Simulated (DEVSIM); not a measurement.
Structure: Ru/Al2O3/p-Ge capacitor, at 300 K.

```
layer (left to right)  material  thickness (nm)  Na (cm⁻³)
---------------------  --------  --------------  ---------
1                         Al2O3            6.30          -
2                            Ge           11000       3e15
```

Metal gate on the left, work function 4.7 eV. Fixed charge at the semiconductor interface 0 cm⁻² (in units of +e); interface traps 1e11 cm⁻² eV⁻¹, uniform in energy, neutral level at 0.5 of the gap above the valence band.

This is a model device: material constants are rounded textbook-type values typed into the input, and sizes, dopings and lifetimes were drawn at random. Values at 300 K; Nc and Nv go as T^1.5, mobilities as T to minus their exponent, the gap by Varshni's rule with the affinity fixed.

```tsv
parameter	Al2O3	Ge
gap (eV)	6.8	0.664
affinity (eV)	1.35	4
permittivity	9	16
Nc (cm⁻³)	-	1.04e19
Nv (cm⁻³)	-	6e18
Varshni α (eV/K)	-	0.000477
Varshni β (K)	-	235
```

DEVSIM, 1D Poisson equation in equilibrium, Boltzmann statistics, complete ionisation; no quantum confinement or tunnelling. Metal contacts follow the ideal Schottky-Mott rule: no Fermi-level pinning, no interface dipoles.

Base results: minimum of the low-frequency capacitance (μF/cm²) 0.0618; flat-band voltage (V) 0.23; threshold voltage (band bending 2φF) (V) 0.51; capacitance of the dielectric stack (μF/cm²) 1.26.

Question: What follows from this one change: Al2O3 thickness 0.0063 → 0.0044 μm?

Answer: minimum of the low-frequency capacitance little changed (0.0631 μF/cm²); flat-band voltage little changed (0.23 V); threshold voltage (band bending 2φF) little changed (0.50 V); capacitance of the dielectric stack 1.26 → 1.81 μF/cm².

Question: What follows from this one change: gate work function 4.7 → 4.55 eV?

Answer: minimum of the low-frequency capacitance little changed (0.0618 μF/cm²); flat-band voltage 0.23 → 0.08 V; threshold voltage (band bending 2φF) 0.51 → 0.36 V; capacitance of the dielectric stack little changed (1.26 μF/cm²).

Question: What follows from this one change: temperature 300 → 350 K?

Answer: minimum of the low-frequency capacitance 0.0618 → 0.0852 μF/cm²; flat-band voltage 0.23 → 0.29 V; threshold voltage (band bending 2φF) 0.51 → 0.46 V; capacitance of the dielectric stack little changed (1.26 μF/cm²).

Question: What follows from this one change: interface trap density 1e+11 → 3e+11 cm^-2 eV^-1?

Answer: minimum of the low-frequency capacitance 0.0618 → 0.0901 μF/cm²; flat-band voltage little changed (0.23 V); threshold voltage (band bending 2φF) little changed (0.51 V); capacitance of the dielectric stack little changed (1.26 μF/cm²).

Question: What follows from this one change: substrate doping 3e+15 → 1.5e+14 cm^-3?

Answer: minimum of the low-frequency capacitance 0.0618 → 0.0379 μF/cm²; flat-band voltage 0.23 → 0.31 V; threshold voltage (band bending 2φF) 0.51 → 0.41 V; capacitance of the dielectric stack little changed (1.26 μF/cm²).

Question: What follows from this one change: fixed charge 0 → 8.25e+11 cm^-2?

Answer: minimum of the low-frequency capacitance little changed (0.0622 μF/cm²); flat-band voltage 0.23 → 0.13 V; threshold voltage (band bending 2φF) 0.51 → 0.40 V; capacitance of the dielectric stack little changed (1.26 μF/cm²).
